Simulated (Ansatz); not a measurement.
The starting structures come from a database of crystals and need not be the phases stable at ambient conditions.

 Where the default PAW files enter, the runs use the earlier of Ansatz's two default sets.

## Evanescent states of BaHCl (P4/nmm, not sure to be the ambient phase, 6 atoms a cell, 23.7 Å³ an atom) along the normal of (100)

Calculation: r2SCAN (plane waves, PAW; Ansatz, a first-principles code).

The gap is the functional's own, uncorrected, and κ follows it; spin-orbit coupling is left out. Mid-gap values are interpolated between the computed energies.

Energies count from the valence-band top; κ is the least over a 8×4 mesh across the current.

| E (eV) | κ (1/Å) | where |
|---|---|---|
| 0.09 | 0.321 | off Γ |
| 0.27 | 0.388 | off Γ |
| 0.45 | 0.421 | Γ |
| 0.63 | 0.432 | Γ |
| 0.81 | 0.439 | Γ |
| 0.99 | ___ | Γ |
| 1.17 | ___ | Γ |
| 1.35 | ___ | Γ |
| 1.53 | ___ | Γ |
| 1.71 | ___ | Γ |
| 1.89 | ___ | Γ |
| 2.07 | 0.432 | Γ |
| 2.25 | ___ | off Γ |
| 2.43 | ___ | off Γ |
| 2.61 | ___ | off Γ |
| 2.79 | ___ | off Γ |
| 2.97 | 0.316 | off Γ |
| 3.15 | 0.282 | off Γ |
| 3.33 | 0.243 | off Γ |
| 3.51 | 0.195 | off Γ |
| 3.69 | 0.127 | off Γ |

### Question
What belongs in the gaps?

### Answer

- 0.99, κ (1/Å): 0.444
- 1.17, κ (1/Å): 0.446
- 1.35, κ (1/Å): 0.446
- 1.53, κ (1/Å): 0.445
- 1.71, κ (1/Å): 0.442
- 1.89, κ (1/Å): 0.438
- 2.25, κ (1/Å): 0.416
- 2.43, κ (1/Å): 0.394
- 2.61, κ (1/Å): 0.371
- 2.79, κ (1/Å): 0.345
